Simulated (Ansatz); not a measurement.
Ansatz (an electronic-structure program) run on SnO (P4mm, 4 atoms in the cell): self-consistent single point.

Method of the run: PBEsol, PAW files made with PBE (plane waves; Ansatz).

```xyz
4
Lattice="3.7810 0.0000 0.0000 0.0000 3.7810 0.0000 0.0000 0.0000 4.8158" Properties=species:S:1:pos:R:3 pbc="T T T"
Sn     1.8905     0.0000     3.7196
Sn     0.0000     1.8905     1.1462
O      1.8905     1.8905     0.0000
O      0.0000     0.0000     0.0000
```

Reference input (self-consistent single point, DFT, PBEsol, plane waves, PAW files made with PBE): basis.ecutwfc = 30.9 Ry; kpoints.mp_grid.grid = 7 7 5; hamiltonian.xc = pbesol; hamiltonian.pseudopotentials = {kind: paw} (the program's default PAW files); scf.occupations.method = fermi_dirac; scf.occupations.width = 0.0015 Ry. This run's input differs from it in these lines:

Ansatz 0.2 input:
```diff
@@ -12,3 +12,3 @@
 basis:
-  ecutwfc: 30.9 Ry
+  ecutwfc: 54.0 Ry
 kpoints:
```

Output (repeated stretches shortened):

```
SCF iter   1: F=—  HF=-13022.169915 eV  |F-HF|=—  |Δ(HF+E_count)|=         —  Δρ=5.13e-2  dr2=2.46e0  ethr=3.10e-3  ⟨swp⟩=6.0  Hψ=3435  notcnv=0
all-band conjugate gradients solve this SCF's bands
preconditioner: auto → Resta (q_TF=auto, 2.492 Å⁻¹)
SCF iter   2: F=—  HF=-13021.634107 eV  |F-HF|=—  |Δ(HF+E_count)|=   5.36e-1  Δρ=2.13e-2  dr2=4.58e-1  ethr=3.10e-3  ⟨swp⟩=3.3  Hψ=1720  notcnv=0
   [... lines left out ...]
SCF iter   5: F=—  HF=-13021.545906 eV  |F-HF|=—  |Δ(HF+E_count)|=   6.89e-5  Δρ=4.85e-4  dr2=1.74e-4  ethr=6.21e-6  ⟨swp⟩=2.0  Hψ=1070  notcnv=0
SCF iter   6: F=—  HF=-13021.546057 eV  |F-HF|=—  |Δ(HF+E_count)|=   1.51e-4  Δρ=1.01e-4  dr2=7.34e-6  ethr=4.34e-7  ⟨swp⟩=2.0  Hψ=965  notcnv=0
SCF iter   7: F=—  HF=-13021.546037 eV  |F-HF|=—  |Δ(HF+E_count)|=   2.00e-5  Δρ=3.60e-5  dr2=8.99e-7  ethr=1.84e-8  ⟨swp⟩=2.4  Hψ=1148  notcnv=0
SCF iter   8: F=-13021.546037 eV  HF=-13021.546037 eV  |F-HF|=1.51e-8  |Δ(HF+E_count)|=   2.61e-8  Δρ=7.28e-6  dr2=3.40e-8  ethr=2.50e-10  ⟨swp⟩=4.1  Hψ=3499  notcnv=0
SCF 1 converged in 8 iterations: F = -13021.546037 eV  dr2 = 3.40e-8
Free energy (F): -13021.546037 eV
Internal energy: -13021.546034 eV  (E = F + TS)
E sigma→0 (E₀):  -13021.546036 eV
Entropy (-TS):   -0.000003 eV (-0.001 meV/atom)
Fermi energy:    10.353790 eV
--- Forces (eV/Å), atoms counted from 1 ---
  atom   1  Sn     0.00000000     0.00000000    -0.98255388
  atom   2  Sn    -0.00000000     0.00000000     0.59801335
  atom   3  O     -0.00000000     0.00000000     0.19227459
  atom   4  O      0.00000000     0.00000000     0.19227459
--- Stress (GPa, compression-positive) ---
        3.400309       0.000000       0.000000
        0.000000       3.400309       0.000000
        0.000000       0.000000       3.134513
  P = ⅓ Tr σ = 3.3117 GPa (33.117 kbar)
  The stress holds the Pulay correction. Without it, at fixed plane waves, as pw.x and ABINIT print it: P = 3.3066 GPa
```

The run converged in 8 iterations. Against the reference run the free energy falls by 2.3 meV/atom, the pressure hardly changes (3.32 to 3.31 GPa), the largest force hardly changes (0.984 to 0.983 eV/Å) and the gap on the mesh stays at 0.351 eV.

The starting cell has typed, rounded lattice constants, without a prior relaxation at this level. Its lattice was rescaled by up to half a per cent. One atom was moved a little off its site on purpose. Ansatz's pressure includes its estimate of the finite-basis (Pulay) stress.
